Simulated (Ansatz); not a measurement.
## Ir, response to strain

Start from Ir in the fcc (Cu type) structure (space group Fm-3m, No. 225; a = 3.8450 Å; relaxed with 0.1 eV smearing). Axes: x, y, z lie along the cube axes.

Strains are applied to the cell and any free atomic positions relax; under biaxial strain the out-of-plane vector relaxes too.

Calculations: r2SCAN (Ansatz, a first-principles code; PAW; 500 eV plane waves; without spin-orbit coupling).

Notes on the quantities. energy relative to the base: free energy F; pressure: mean of the normal stresses, compression positive.

| variant | ratio −ε⊥/ε∥ | energy relative to the base | pressure |
|---|---|---|---|
| base | – | 0 meV/atom | 0.0 GPa |
| biaxial strain +0.50 %, plane normal [001], relaxed out of plane | – | +1.5 meV/atom | -2.2 GPa |
| biaxial strain +1.00 %, plane normal [001], relaxed out of plane | 0.78 | +5.9 meV/atom | -4.3 GPa |
| biaxial strain +1.50 %, plane normal [001], relaxed out of plane | 0.77 | +13 meV/atom | -6.3 GPa |
| biaxial strain +2.00 %, plane normal [001], relaxed out of plane | 0.77 | (withheld) | -8.2 GPa |
| biaxial strain +2.50 %, plane normal [001], relaxed out of plane | 0.77 | +35 meV/atom | -10.0 GPa |
| biaxial strain +3.00 %, plane normal [001], relaxed out of plane | 0.77 | (withheld) | -11.7 GPa |

Question: What belongs in the blanks?

Answer: 
- biaxial strain +2.00 %, plane normal [001], relaxed out of plane, energy relative to the base: +23 meV/atom
- biaxial strain +3.00 %, plane normal [001], relaxed out of plane, energy relative to the base: +50 meV/atom

No phonon test of stability was made. All final runs are without spin polarisation.
